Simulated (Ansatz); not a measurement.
# A computed series for ZnS: pressure series

Consider ZnS in the wurtzite structure (space group P6_3mc, No. 186; a = 3.806 Å, c = 6.245 Å).

Cell and atoms are relaxed at each pressure.

Levels (all Ansatz, a quantum-chemistry and plane-wave program, PAW): r2SCAN (500 eV, without spin-orbit coupling); HSE06 (420 eV, scalar-relativistic without spin-orbit coupling).

Band gaps by level, all at the geometries relaxed with r2SCAN:

| case | r2SCAN | HSE06 |
|---|---|---|
| base | 2.78 eV | 3.44 eV |
| pressure −1 GPa | 2.72 eV | 3.38 eV |
| pressure 3 GPa | 2.94 eV | 3.61 eV |
| pressure 7 GPa | 3.13 eV | 3.80 eV |
| pressure 15 GPa | 3.44 eV | 4.10 eV |
| pressure 50 GPa | 2.82 eV | 3.50 eV |
| pressure 75 GPa | 1.85 eV | 2.48 eV |
| pressure 100 GPa | 0.73 eV | 1.30 eV |

Single points use the geometry relaxed with r2SCAN. HSE06 was sampled on its mesh, a few special points and the semilocal edge points, so its gap is an upper bound. Load acts through the strain it causes; cell and atoms are relaxed under it. Stability against distortions was not tested. Tetrahedral semiconductors of this kind turn to denser phases somewhere between about 1 and 50 GPa; those were not computed, so compressed cells here can lie past the real transition.
